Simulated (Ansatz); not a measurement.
The starting structures come from a database of crystals and need not be the phases stable at ambient conditions.

Tunnelling through a barrier is set by its complex band structure: the current falls as exp(−2κd) with the smallest κ.

Here is the system:

```xyz
12
Lattice="4.1236 0.0000 0.0000 -2.0618 3.5711 0.0000 0.0000 0.0000 7.0091" Properties=species:S:1:pos:R:3 pbc="T T T"
Li     0.0000     2.3807     0.7138
Li     2.0618     1.1904     4.2183
B      0.0000     2.3807     3.7697
B      2.0618     1.1904     0.2652
H      0.0000     2.3807     2.5576
H      2.0618     1.1904     6.0621
H      0.9935     2.9543     4.1831
H      2.0618     2.3375     0.6785
H     -0.9935     2.9543     4.1831
H      1.0683     0.6168     0.6785
H      0.0000     1.2336     4.1831
H      3.0553     0.6168     0.6785
```

Space group of this cell: P6_3mc. The cell was relaxed by PBE-D3(BJ); by r2SCAN its mean pressure is 0.5 GPa.

Transport runs along the normal of the first two printed cell vectors, the (001) plane of the conventional cell.

No gap correction and no spin-orbit coupling; mid-gap values are interpolated between computed energies.

Problem. Compute, with r2SCAN run with Ansatz (a quantum-chemistry and plane-wave program), the band gap and the smallest decay constant κ at mid-gap.

Solution. Gap 7.28 eV on a 12×12×4 mesh; κ = 0.518 1/Å, at the zone centre.
